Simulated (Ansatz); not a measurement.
**Worked sum: formation energy of H_i + V_Al in Al (fcc, Fm-3m)**

Subject: the formation energy of H_i + V_Al in Al (fcc, Fm-3m). Reaction: 107 Al (fcc) + 1/2 H2 (gas) → cell A.

A: a supercell of 108 sites of Al (fcc, Fm-3m) with one empty Al site amid 12 Al; H off the lattice sites (3 Al at 1.88 Å); the closest two of these centres are 1.5 Å apart; spin state with PBE: run without spin.

Method: Ansatz (a quantum-chemistry and plane-wave program), PAW, neutral cells at 0 K with nuclei at rest, on structures from PBE. Ansatz runs with its PAW set soft_1. Other levels take these structures. The lattices are those relaxed with PBE, so at other levels the solids can be strained. Larger cells are relaxed from a start prepared with the learned potential CHGNet, on a coarser mesh till forces fall under 0.03 eV/Å, which some starts already meet. A dispersion term (D3(BJ), or D4 for r2SCAN) was computed beside these levels and is taken off wherever the name lacks it. Space groups of crystals are read within 0.01 Å. Mesh and cell size may move defect energies by 0.1 eV or more. Cell A has symmetry R3m within 0.02 Å and got no random move, so less symmetric positions, which may lie lower, weren't tried.

Total energies of the cells in eV, at zero smearing width. They compare only within one column; the weights balance every element.

```json
[
 {"cell": "A: Al:H_i + V_Al", "atoms": "108", "weight": "+1", "r2SCAN": "-57837.74443"},
 {"cell": "Al (fcc)", "atoms": "108", "weight": "−107/108", "r2SCAN": "-58363.33862"},
 {"cell": "H2 (gas)", "atoms": "2", "weight": "−1/2", "r2SCAN": "-31.88931"}
]
```

r2SCAN: (-57837.74443) − 107/108 × (-58363.33862) − 1/2 × (-31.88931) = 1.138 eV.
